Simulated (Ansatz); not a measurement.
Consider BeSe in the zinc blende structure (space group F-43m, No. 216; a = 5.178 Å).

All numbers come from Ansatz (a program for electronic structure) PBE, spin-orbit coupling left out.

Strains are applied to the cell and any free atomic positions relax.

One change was made to it. Results:

| quantity | base | after |
|---|---|---|
| band gap | 2.67 eV | 2.79 eV |
| hole mass (degenerate bands, along [100]) | 0.24, 0.48, 0.48 mₑ (at Γ) | 0.23, 0.52, 0.52 mₑ (at Γ) |

Which of these changes matches the shifts?
(A) isotropic strain −1.50 %
(B) isotropic strain +2.00 %
(C) isotropic strain +0.50 %
(D) isotropic strain −0.50 %
(E) isotropic strain +3.00 %

B, isotropic strain +2.00 %. For comparison, the band gap in the other runs: isotropic strain −1.50 % gives 2.58 eV; isotropic strain +0.50 % gives 2.70 eV; isotropic strain +3.00 % gives 2.84 eV; isotropic strain −0.50 % gives 2.64 eV.

Effective masses come from finite differences of ±0.01 Å⁻¹. No phonon test of stability was made.
